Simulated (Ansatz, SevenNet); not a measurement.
## Cs2SnI6 (model structure, started from the K2PtCl6 type, Fm-3m, No. 225, 9 atoms in the cell): bulk modulus by level of theory

No measured value is used here.

```tsv
level (code)	value (GPa)	cell (Å³/atom)
SevenNet-0	7.98	47.44
LDA (Ansatz)	___	39.91
PBEsol (Ansatz)	11.2	42.85
```

### Question
Fill in the missing entries.

### Answer

- LDA (Ansatz, a first-principles code), value (GPa): 17.3

LDA, PBEsol: the bulk modulus is −V dP/dV from two relaxed cells at ±2 % in volume. Each level is taken at its own relaxed cell. Ansatz's density-functional and Hartree–Fock values are scalar-relativistic unless marked +SOC, with PAW data made under PBE.

Machine-learned potentials (SevenNet-0) are trained on DFT data: a solid inside that data is no test of them.

A model structure was made by putting elements into a prototype or built by hand; here it ended with the formula and space group of a phase in our tables.
